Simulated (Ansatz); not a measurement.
## Effect of 6 layers on hypothetical diamond Fe

Consider Fe in the diamond structure (space group Fd-3m, No. 227; a = 4.805 Å; non-magnetic; a hypothetical phase, not in the database extracts checked). Axes: x, y, z lie along the cube axes.

Modification: a free-standing slab of 6 layers (12 atoms, 2 a layer) is cut normal to [110], with 15 Å of vacuum and the in-plane cell held at bulk.

The values are results of PBEsol in Ansatz (plane waves to 420 eV, PAW, no spin-orbit coupling), not measurements. k-mesh 14×10×1 (Γ-centred); smearing 0.05 eV (Fermi–Dirac), for the changed cell.

```csv
quantity,base,changed,shift
layer's space group (with vacuum),–,Pmna (No. 53),–
shortest interatomic distance,2.081 Å,2.043 Å,-0.0372 Å
band gap,zero,zero,–
excess energy per area of both faces (slab less bulk energy over the cell's area: twice a surface energy) (uncertain by up to 0.1 J/m²),–,4.8 J/m²,–
thickness between the outermost nuclei,–,8.59 Å,–
change of the spacing d23 from its bulk value of 1.699 Å,–,+2.3 %,–
```

Final structure:

```xyz
12
Lattice="3.3975 0.0000 0.0000 0.0000 4.8047 0.0000 0.0000 0.0000 23.4936" Properties=species:S:1:pos:R:3 pbc="T T T"
Fe     2.5481     2.3334     7.4517
Fe     0.8494     3.6725     7.4517
Fe     4.2468     4.7718     9.1741
Fe     2.5481     6.0388     9.1741
Fe     5.9456     7.2122    10.9111
Fe     4.2468     8.4032    10.9111
Fe     7.6443     9.6146    12.5826
Fe     5.9456    10.8055    12.5826
Fe     9.3430    11.9789    14.3196
Fe     7.6443    13.2459    14.3196
Fe    11.0417    14.3452    16.0420
Fe     9.3430    15.6844    16.0420
```

Cost of the whole job for the changed cell (relaxation, final SCF and bands): around 12 core-minutes (rough).

The excess energy carries the mismatch between the slab's and the bulk's meshes. Whether these cells are dynamically stable was not tested. Starting moments died away, wholly or in part, for the base; another magnetic solution may exist. The final runs are not spin-polarised. Fe has a high density of states at the Fermi level and may be magnetic at this level.

Ansatz is a quantum-chemistry and plane-wave program.
